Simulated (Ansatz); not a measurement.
Defect: interstitial Zn in zinc-blende AlN, charge state +2. The step: several atoms move together, Al the farthest; the atom moves 1.87 Å along (0.00, -0.42, 0.00) of the unit cell; at the end the Zn atom holds a host Al site and a host atom stands off its site; the moving atom starts with neighbours 2 N at 1.84, 2 N at 2.04 Å and ends with 2 N at 1.82, 2 N at 1.87 Å. A PBE band in Ansatz (plane-wave PAW, the Γ point alone, 64 host sites, 32 SCF runs with any check of the saddle's order, static, no finite-size correction) gives a forward barrier of 1.69 eV. The saddle point's order was not checked, and it lies on a symmetry element of the cell, where a band can be held. The host's phase is taken as given; its stability against other phases was not computed. The charge state is imposed; whether it is stable for some Fermi level was not computed. Sites that were not tried may lie lower.

Single points at the band's start and saddle point can refine it. Rough cost of one point, in units of the band's mean SCF on the same machine:

```
Level                                             Cost of one point
------------------------------------------------  -----------------
PBE, a 2×2×2 k-point mesh shifted by half a step            about 6
r2SCAN at 500 eV, the Γ point alone                         about 4
```

Which of these move the barrier by more than 0.1 eV, and how far does each move it?

PBE, a 2×2×2 k-point mesh shifted by half a step: 0.00 eV; r2SCAN at 500 eV, the Γ point alone: +0.21 eV. Each functional is compared with PBE at the same k-points.

Ansatz is an electronic-structure program.
